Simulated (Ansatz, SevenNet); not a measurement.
For NbAs (I4₁md, No. 109; start mp-2059), the machine-learned potential SevenNet-0 (trained on PBE and PBE+U data) gives:

| Item | Value |
|---|---|
| equilibrium lattice constant a | 3.491 Å |
| lattice parameter c | 11.813 Å |

Q: What does PBE-D3(BJ) in Ansatz (plane waves, PAW) give for the same quantities?

A: 
- lattice constant a: 3.440 Å (decreases by 1.5 %)
- lattice parameter c: 11.557 Å (falls by 2.2 %)

Changes are worked out from the printed values.

Unless a cell is named, each level is at its own relaxed cell (SevenNet-0 17.99, PBE-D3(BJ) 17.09 Å³/atom).

Caveats: the relaxation could not lower the start's symmetry, so the cell can be a saddle point above a distorted one (SevenNet-0, PBE-D3(BJ)). Ansatz's density-functional and Hartree–Fock values are scalar-relativistic unless marked +SOC, with PAW data made under PBE.

A start named mp-… is a Materials Project structure, which can be a computed phase never made.

Ansatz is an electronic-structure program.
